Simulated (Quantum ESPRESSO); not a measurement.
Worked example: self-consistent single point of Si2W (I4/mmm, 3 atoms in the cell) in Quantum ESPRESSO.

Level of theory: PBE, GBRV 1.5 ultrasoft (PBE) pseudopotentials (plane waves; Quantum ESPRESSO).

The change in words: lattice scaled by 0.98. Reference geometry:
```yaml
crystal:
  lattice:
    - [-1.57297, 1.57297, 3.81755]
    - [1.57297, -1.57297, 3.81755]
    - [1.57297, 1.57297, -3.81755]
  atoms:
    - { symbol: Si, position: [0.33499, 0.33499, 0.00000] }
    - { symbol: Si, position: [0.66501, 0.66501, 0.00000] }
    - { symbol: W, position: [0.00000, 0.00000, 0.00000] }
```

Reference input (self-consistent single point, DFT, PBE, plane waves, GBRV 1.5 ultrasoft (PBE) pseudopotentials): ecutwfc = 40 Ry; ecutrho = 320 Ry; occupations = smearing; smearing = fd; degauss = 0.0036749 Ry; potentials = {Si: si_pbe_v1.uspp.F.UPF, W: w_pbe_v1.2.uspp.F.UPF}; K_POINTS = automatic 15 15 15 0 0 0; conv_thr = 1e-10 Ry; mixing_beta = 0.3. This run's input differs from it in these lines:

```diff
@@ -26,5 +26,5 @@
 CELL_PARAMETERS {angstrom}
-  -1.572967000     1.572967000     3.817548000
-   1.572967000    -1.572967000     3.817548000
-   1.572967000     1.572967000    -3.817548000
+  -1.541508000     1.541508000     3.741197000
+   1.541508000    -1.541508000     3.741197000
+   1.541508000     1.541508000    -3.741197000
 ATOMIC_POSITIONS {crystal}
```

Output, abridged:

```
     Self-consistent Calculation

     iteration #  1     ecut=    40.00 Ry     beta= 0.30

     Threshold (ethr) on eigenvalues was too large:
     Diagonalizing with lowered threshold

     negative rho (up, down):  6.270E-02 0.000E+00

     total energy              =    -178.35984808 Ry
     estimated scf accuracy    <       0.03901473 Ry

     iteration #  2     ecut=    40.00 Ry     beta= 0.30

     negative rho (up, down):  6.504E-02 0.000E+00

     total energy              =    -178.35560350 Ry
     estimated scf accuracy    <       0.01511942 Ry

     iteration #  3     ecut=    40.00 Ry     beta= 0.30

     negative rho (up, down):  6.593E-02 0.000E+00

     total energy              =    -178.35673588 Ry
     estimated scf accuracy    <       0.00083647 Ry

   [... 6 blocks of this kind left out ...]

     iteration # 10     ecut=    40.00 Ry     beta= 0.30

     negative rho (up, down):  6.596E-02 0.000E+00

     total energy              =    -178.35688683 Ry
     estimated scf accuracy    <          6.3E-10 Ry

     iteration # 11     ecut=    40.00 Ry     beta= 0.30

     negative rho (up, down):  6.596E-02 0.000E+00
     End of self-consistent calculation

     Number of k-points >= 100: set verbosity='high' to print the bands.

     the Fermi energy is    19.3071 ev

!    total energy              =    -178.35688683 Ry
     estimated scf accuracy    <          3.7E-11 Ry
     smearing contrib. (-TS)   =      -0.00013826 Ry
     internal energy E=F+TS    =    -178.35674857 Ry

     convergence has been achieved in  11 iterations

     negative rho (up, down):  6.596E-02 0.000E+00

     Forces acting on atoms (cartesian axes, Ry/au):

     atom    1 type  1   force =     0.00000000    0.00000000   -0.02047741
     atom    2 type  1   force =     0.00000000    0.00000000    0.02047741
     atom    3 type  2   force =     0.00000000    0.00000000    0.00000000

     Total force =     0.028959     Total SCF correction =     0.000004

     negative rho (up, down):  6.596E-02 0.000E+00
          total   stress  (Ry/bohr**3)                   (kbar)     P=      417.08
   0.00265072   0.00000000   0.00000000          389.93        0.00        0.00
   0.00000000   0.00265072   0.00000000            0.00      389.93        0.00
   0.00000000   0.00000000   0.00320431            0.00        0.00      471.37

   JOB DONE.
```

The run converged in 11 iterations. Against the reference run the free energy rises by 148 meV/atom, the pressure goes from 20.45 to 41.71 GPa and the largest force goes from 0.319 to 0.526 eV/Å. The full log also holds: “c_bands:  1 eigenvalues not converged”.

The starting cell comes from a database of computed structures (which also holds hypothetical and non-ambient phases and stackings), without a prior relaxation at this level. Its lattice was rescaled by a random factor within 2.5 % of one. For this run, on top of that: lattice scaled by 0.98. Spin-orbit coupling is off. Spin polarisation is off. With a pressure of about 42 GPa the cell is away from its equilibrium volume at this level.

Cost on one core of a shared machine: roughly 3 min.
